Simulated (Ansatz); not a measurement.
## Hf₂Al₄C₅ (space group R-3m, No. 166; a cell from a computed database, its experimental status unchecked)

Hf$_{2}$Al$_{4}$C$_{5}$ has the trigonal space group R-3m, hexagonal axes (No. 166), Pearson symbol hR11. Lattice parameters: a = b = 3.311 Å, c = 40.677 Å, α = β = 90.00°, γ = 120.00°. Hf on 6c is surrounded by 6 C at 2.323–2.346 Å and 3 Al at 2.966 Å. Al1 on 6c sees 1 C at 1.939 Å and 3 C at 2.116 Å and 3 Hf at 2.966 Å. Al2 on 6c has 3 C at 1.939 Å and 1 C at 2.180 Å and 3 Al at 2.662 Å. C1 on 6c is coordinated by 3 Al at 2.116 Å and 3 Hf at 2.346 Å (octahedral). C2 on 3a sees 6 Hf at 2.323 Å (octahedral). C3 on 6c sees 4 Al at 1.939 Å and 1 Al at 2.180 Å (trigonal bipyramidal). (Neighbours: up to the widest gap in distance over summed covalent radii, below 1.35, at either atom; cation-cation and far metal-metal contacts left out.)
(The calculation used a cell of 11 atoms; values per cell refer to that cell.)

Calculations: PBEsol, PAW, 420 eV (Ansatz, a quantum-chemistry and plane-wave program; no SOC). Settings: 13×13×13 k-points, 0.05 eV Fermi–Dirac smearing.

| Quantity | Value |
|---|---|
| Volume per atom | 11.70 Å³ |
| Density | 6.77 g/cm³ |
| Band gap | zero |
| Total energy | -3139.293 eV/atom (σ→0; compares only within this code and set-up) |

Stability against distortions was not tested. The final runs are not spin-polarised.
